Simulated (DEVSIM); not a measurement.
Device: InP/In0.53Ga0.47As n-p heterojunction, at 250 K.

Layer 1 from the left is InP, thickness (μm) 0.280, Nd (cm⁻³) 2.1e16, τn (s) 3.1e-9, τp (s) 3.1e-9. Layer 2 from the left is In0.53Ga0.47As, thickness (μm) 0.160, Na (cm⁻³) 5.7e17, τn (s) 3.1e-9, τp (s) 3.1e-9.

Left contact: ohmic. Right contact: ohmic. Voltage is applied to the left contact. Recombination: SRH at mid-gap. Mobility is μmin + (μ − μmin)/(1 + (N/Nref)^α).

The device is made up for the run: typed textbook-type constants, with dimensions and the other settings drawn at random. Values at 300 K; Nc and Nv go as T^1.5, mobilities as T to minus their exponent, the gap by Varshni's rule with the affinity fixed.

InP: gap (eV) 1.344, affinity (eV) 4.38, permittivity 12.5, Nc (cm⁻³) 5.7e17, Nv (cm⁻³) 1.1e19, μn (cm²/Vs) 5200, μp (cm²/Vs) 170, μn,min 400, μp,min 10, Nref,n 3e17, Nref,p 4.9e17, αn 0.47, αp 0.62, T exponent of μn 2, T exponent of μp 2, Varshni α (eV/K) 0.000363, Varshni β (K) 162. In0.53Ga0.47As: gap (eV) 0.74, affinity (eV) 4.51, permittivity 13.9, Nc (cm⁻³) 2.1e17, Nv (cm⁻³) 7.7e18, μn (cm²/Vs) 12000, μp (cm²/Vs) 300, μn,min 300, μp,min 10, Nref,n 1.3e17, Nref,p 4.9e17, αn 0.48, αp 0.4, T exponent of μn 1.6, T exponent of μp 1.6, Varshni α (eV/K) 0.00035, Varshni β (K) 190.

Simulated with DEVSIM: 1D drift-diffusion, Boltzmann statistics, complete ionisation; no tunnelling, impact ionisation, image-force lowering or self-heating. Band offsets follow the typed affinities; no thermionic-emission limit at abrupt steps, no polarisation charge.

What does the simulation give for the dark forward voltage at 1 A/cm², the largest field in the device at zero bias?

dark forward voltage at 1 A/cm² 0.464 V; largest field in the device at zero bias 65000 V/cm.
